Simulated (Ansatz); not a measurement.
Defect migration in fcc Pt: Pt vacancy, neutral cell. The step: one Pt atom jumps into the vacancy from a nearby Pt site; the atom moves 2.67 Å along (0.00, 0.48, -0.48) of the unit cell; the moving atom starts with neighbours 4 Pt at 2.75, 2 Pt at 2.81, 4 Pt at 2.83, Pt at 2.87 Å and ends with 4 Pt at 2.75, 2 Pt at 2.81, 4 Pt at 2.83, Pt at 2.87 Å. A PBE band in Ansatz (plane-wave PAW, a 2×2×2 k-point mesh shifted by half a step, 32 host sites, 17 SCF runs with any check of the saddle's order, static, no finite-size correction) gives a forward barrier of 1.22 eV. The saddle point's order was not checked, and it lies on a symmetry element of the cell, where a band can be held. Forms of the defect that were not tried may lie lower.

Single points at the band's start and saddle point can refine it. Rough cost of one point, in units of the band's mean SCF on the same machine:

```csv
Level,Cost of one point
"PBE, a 4×4×4 k-point mesh shifted by half a step",about 10
"r2SCAN at 500 eV, a 2×2×2 k-point mesh shifted by half a step",about 3
```

**Question.** Which of these move the barrier by more than 0.1 eV, and how far does each move it?

**Answer.** PBE, a 4×4×4 k-point mesh shifted by half a step: +0.03 eV; r2SCAN at 500 eV, a 2×2×2 k-point mesh shifted by half a step: -0.14 eV. Each functional is compared with PBE at the same k-points.

Ansatz is a quantum-chemistry and plane-wave program.
